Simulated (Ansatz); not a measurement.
Cost and result by functional for the surface energy of the (10-11) surface of hcp Ti in its 1x1 cell, outermost plane spacing 0.37 Å in the ideal cut, in Ansatz (plane waves, PAW). Single points on the PBE structure, on one kind of machine; costs are rough ratios of the slab run's core time (references not counted) to the cheapest single point. r2SCAN's cost holds its higher cutoff (500 against 420 eV). Differences are taken against r2SCAN for comparison alone: no measured value is at hand, so the table doesn't rank accuracy.

Set-up: 12 atoms, 11.5 Å thick at the start; mesh 13x7x1; 0.1 eV smearing; dipole correction on; all atoms relaxed; held to the part of the start's symmetry that mesh and held atoms allow; no spin, no spin-orbit, no U. These notes are the PBE run's.

```
functional                     relative cost  surface energy (J/m²)  less r2SCAN (J/m²)
-----------------------------  -------------  ---------------------  ------------------
LDA                                        1                   2.14                0.02
RPBE                                       1                   1.79               -0.32
PBEsol                                     1                   2.08               -0.03
r2SCAN                                     2                   2.11                0.00
PBE (the relaxed run's value)              –                   1.92               -0.20
```

The values span 0.34 J/m², while the single points' costs differ by a factor of roughly 2. Differences are of unrounded values.

Ansatz is an electronic-structure program.
